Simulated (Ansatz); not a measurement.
Results of PBEsol (plane waves, PAW; Ansatz, an electronic-structure program) for ZrS (Fm-3m, No. 225, 2 atoms in the cell; start mp-1925).

Run with plane-wave cutoff 520 eV, 18×18×18 k mesh, Fermi–Dirac smearing 0.05 eV, scalar-relativistic PAW data made under PBE.

Cell (relaxed at this level):

```xyz
2
Lattice="0.0000 2.5829 2.5829 2.5829 0.0000 2.5829 2.5829 2.5829 0.0000" Properties=species:S:1:pos:R:3 pbc="T T T"
Zr     0.0000     0.0000     0.0000
S      2.5829     2.5829     2.5829
```

Question: Estimate the bulk modulus B0 that the calculation returns.

Answer: 
- bulk modulus B0: 148 GPa

The run finds no gap.

Note: the bulk modulus is −V dP/dV from two relaxed cells at ±2 % in volume; the relaxation could not lower the start's symmetry, so the cell can be a saddle point above a distorted one.

The computed numbers hold no vibrational or temperature effects.

It cost around 40 core-seconds (rough) of CPU time.

A start named mp-… is a Materials Project structure, which need not be a measured phase.
